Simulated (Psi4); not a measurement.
Psi4 1.11, BP86/def2-tzvp: Ag(Br)(OH2) ([OH2]->[Ag][Br]), 5 atoms. The geometry is a generated start, not checked to be a minimum at this level.

- task: energy
- method: bp86
- basis: def2-tzvp
- memory: 3 GB
- maxiter: 100
- keys of the molecule block: symmetry c1
- scf_type: df (default)
- guess: auto, which took SAD (default)
- scf_initial_accelerator: adiis (default)
- e_convergence: 1e-06 (default)
- d_convergence: 1e-06 (default)
- dft_radial_points: 75 (default)
- dft_spherical_points: 302 (default)
- effective core potentials: those of the basis set, past Kr
- basis functions: 131
- grid points: 108527

```xyz
5

Ag    -0.1187     0.9723    -0.6086
Br    -0.2911     2.9559    -1.8591
O      0.0354    -1.0053     0.6271
H      0.1335    -1.0568     1.5793
H      0.2410    -1.8661     0.2613
```

Charge 0 and multiplicity 1 are set for this test and not shown to be the ground state.

One run each on 2 threads. Values of diis_max_vecs tried: 3, 6, 10 (default), 20.

How does the count of SCF iterations change with diis_max_vecs, and where is it least?

Fewest SCF iterations, within one of each other: 6 with 11, 10 (default) with 11, 20 with 11. The count rises to 25 at 3. All converge to one solution.

```csv
diis_max_vecs,SCF iterations,end
3,25,same solution
6,11,same solution
10 (default),11,same solution
20,11,same solution
```
